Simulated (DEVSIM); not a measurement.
System: Cr/Al2O3/p-Ge capacitor, at 300 K.

```csv
layer (left to right),material,thickness (nm),Na (cm⁻³)
1,Al2O3,18.0,-
2,Ge,2700,4.7e16
```

Metal gate on the left, work function 4.5 eV. Fixed charge at the semiconductor interface 1.5e11 cm⁻² (in units of +e); interface traps 2.3e10 cm⁻² eV⁻¹, uniform in energy, neutral level at 0.3 of the gap above the valence band.

The device is made up for the run: typed textbook-type constants, with dimensions and the other settings drawn at random. Values at 300 K.

```tsv
parameter	Al2O3	Ge
gap (eV)	6.8	0.664
affinity (eV)	1.35	4
permittivity	9	16
Nc (cm⁻³)	-	1.04e19
Nv (cm⁻³)	-	6e18
```

Simulated with DEVSIM: 1D Poisson equation in equilibrium, Boltzmann statistics, complete ionisation; no quantum confinement or tunnelling. Metal contacts follow the ideal Schottky-Mott rule: no Fermi-level pinning, no interface dipoles.

Q: Tabulate band edges, carrier densities and field at -0.7 V on the gate.

A: Energies count from the Fermi level of the right contact; mesh points crowd at the junctions.

| x (μm) | Ec (eV) | Ev (eV) | n (cm⁻³) | p (cm⁻³) | field (V/cm) |
|---|---|---|---|---|---|
| 0.000 | 3.850 | -2.950 | < 1e2 | < 1e2 | -300000 |
| 0.001375 | 3.808 | -2.992 | < 1e2 | < 1e2 | -300000 |
| 0.004327 | 3.719 | -3.081 | < 1e2 | < 1e2 | -300000 |
| 0.009874 | 3.551 | -3.249 | < 1e2 | < 1e2 | -300000 |
| 0.01565 | 3.376 | -3.424 | < 1e2 | < 1e2 | -300000 |
| 0.01752 | 3.319 | -3.481 | < 1e2 | < 1e2 | -300000 |
| 0.01870 | 0.645 | -0.019 | 1.5e8 | 2.9e18 | -120000 |
| 0.02235 | 0.613 | -0.051 | 5.1e8 | 8.5e17 | -62000 |
| 0.02927 | 0.584 | -0.080 | 1.6e9 | 2.7e17 | -29000 |
| 0.04584 | 0.557 | -0.107 | 4.6e9 | 9.4e16 | -9300 |
| 0.08221 | 0.542 | -0.122 | 8.2e9 | 5.3e16 | -1500 |
| 0.2101 | 0.539 | -0.125 | 9.3e9 | 4.7e16 | ≈ 0 |
| 0.4525 | 0.539 | -0.125 | 9.3e9 | 4.7e16 | ≈ 0 |
| 1.033 | 0.539 | -0.125 | 9.3e9 | 4.7e16 | ≈ 0 |
| 2.099 | 0.539 | -0.125 | 9.3e9 | 4.7e16 | ≈ 0 |
| 2.444 | 0.539 | -0.125 | 9.3e9 | 4.7e16 | ≈ 0 |
| 2.601 | 0.539 | -0.125 | 9.3e9 | 4.7e16 | ≈ 0 |
| 2.667 | 0.539 | -0.125 | 9.3e9 | 4.7e16 | ≈ 0 |
| 2.701 | 0.539 | -0.125 | 9.3e9 | 4.7e16 | ≈ 0 |
| 2.711 | 0.539 | -0.125 | 9.3e9 | 4.7e16 | ≈ 0 |
| 2.716 | 0.539 | -0.125 | 9.3e9 | 4.7e16 | ≈ 0 |
| 2.718 | 0.539 | -0.125 | 9.3e9 | 4.7e16 | ≈ 0 |
